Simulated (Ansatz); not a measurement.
Results of PBE (Ansatz, an electronic-structure program, PAW) for Ge₂Sb₂Te₅ (model structure, R-3m, No. 166, 9 atoms in the cell).

Run with plane-wave cutoff 520 eV, 10×10×10 k mesh, Fermi–Dirac smearing 0.01 eV, scalar-relativistic PAW data made under PBE.

Cell (relaxed at this level):

```
CELL_PARAMETERS angstrom
      2.14395     1.23781    17.90051
     -2.14395     1.23781    17.90051
      0.00000    -2.47562    17.90051
ATOMIC_POSITIONS crystal
  Te 0.00000 0.00000 0.00000
  Ge 0.69899 0.69899 0.69899
  Te 0.39720 0.39720 0.39720
  Sb 0.10180 0.10180 0.10180
  Te 0.80032 0.80032 0.80032
  Te 0.19968 0.19968 0.19968
  Sb 0.89820 0.89820 0.89820
  Te 0.60280 0.60280 0.60280
  Ge 0.30101 0.30101 0.30101
```

Task: Estimate the band gap and smallest direct gap on the k points sampled that the calculation returns.

Result: 
band gap: 0.62 eV
smallest direct gap on the k points sampled: 0.66 eV

Note: the relaxation could raise the start's symmetry but not lower it, so the cell can be a saddle point; the cell has widely spaced layers and the level no dispersion term, so their spacing and the moduli can rest on weak binding.

Spin–orbit coupling is not included; with these elements it can move the gap by several tenths of an eV or more.

Computed values are for the static lattice.

Computing time: around 5 core-minutes (rough).

A model structure was made by putting elements into a prototype or built by hand; it is no filed structure, need not be a known phase, and can be a saddle point held by its symmetry.
